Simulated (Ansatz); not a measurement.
## Refining one setting for La2O3 (P-3m1, 5 atoms in the cell)

```cif
data_La2O3
_chemical_formula_sum 'La2 O3'
_space_group_name_H-M_alt 'P 1'
_space_group_IT_number 1
_cell_length_a 3.93078
_cell_length_b 3.93078
_cell_length_c 6.11195
_cell_angle_alpha 90.000
_cell_angle_beta 90.000
_cell_angle_gamma 120.000
loop_
_space_group_symop_operation_xyz
  'x, y, z'
loop_
_atom_site_label
_atom_site_type_symbol
_atom_site_fract_x
_atom_site_fract_y
_atom_site_fract_z
_atom_site_occupancy
La1 La 0.66667 0.33333 0.75376 1
La2 La 0.33333 0.66667 0.24624 1
O1 O 0.66667 0.33333 0.35411 1
O2 O 0.33333 0.66667 0.64589 1
O3 O 0.00000 0.00000 0.00000 1
```

Level of theory: LDA (PW92), PAW files made with PBE (plane waves; Ansatz, an electronic-structure program).

The starting cell comes from a database of computed structures (which also holds hypothetical and non-ambient phases and stackings), without a prior relaxation at this level. In the base run, with a pressure of about -6 GPa the cell is away from its equilibrium volume at this level. Ansatz's pressure includes its estimate of the finite-basis (Pulay) stress.

Held fixed: basis.ecutwfc = 420 eV; kpoints.mp_grid.grid = 10 10 6; hamiltonian.xc = lda; hamiltonian.pseudopotentials = {kind: paw} (the program's default PAW files); scf.occupations.method = fixed.

ΔF is the free energy per atom less that of the last row (16).

The series runs over basis.ecutrho_ratio = 2; 3; 4; 5; 6; 8; 10; 12; 16.

Question: From which setting on does the energy stay within 1 meV/atom of the last one?

Answer: From basis.ecutrho_ratio = 3 on; the one before it is off by 2.2 meV/atom.

Question: From which setting on does the pressure stay within 0.05 GPa of the last one?

Answer: From basis.ecutrho_ratio = 3 on; the one before it is off by 0.29 GPa. The value it settles on is -6.30 GPa at this level of theory and with the other settings as held.

```
basis.ecutrho_ratio  ΔF (meV/atom)  pressure (GPa)  largest force (eV/Å)  gap on the mesh (eV)
-------------------  -------------  --------------  --------------------  --------------------
2                             -2.2           -6.01                 0.168                 3.747
3                             0.07           -6.31                 0.168                 3.747
4                             0.00           -6.30                 0.168                 3.747
5                             0.00           -6.30                 0.168                 3.747
6                             0.00           -6.30                 0.168                 3.747
8                             0.00           -6.30                 0.168                 3.747
10                            0.00           -6.30                 0.168                 3.747
12                            0.00           -6.30                 0.168                 3.747
16                            0.00           -6.30                 0.168                 3.747
```

The gap is read on the k-point mesh of the run and can differ from the gap over the whole zone at this level.

Keys are those of Ansatz 0.2.
